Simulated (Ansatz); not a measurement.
## SnGe (model structure, started from the litharge type, P4/nmm, No. 129, 4 atoms in the cell): properties by level of theory

```
level (code)         lattice constant a (Å)  c axis length (Å)
-------------------  ----------------------  -----------------
PBE (Ansatz)                          4.092              6.003
PBEsol (Ansatz)                       4.009              5.877
PBE-D3(BJ) (Ansatz)                   4.034              5.864
```

Caveats: a distance lies near a switch of the dispersion term, which can move the cell (PBE-D3(BJ)). Ansatz's density-functional and Hartree–Fock values are scalar-relativistic unless marked +SOC, with PAW data made under PBE.

Static lattice: no zero-point or thermal effects.

A model structure was made by putting elements into a prototype or built by hand; it is no filed structure, need not be a known phase, and can be a saddle point held by its symmetry.

Ansatz is a first-principles code.
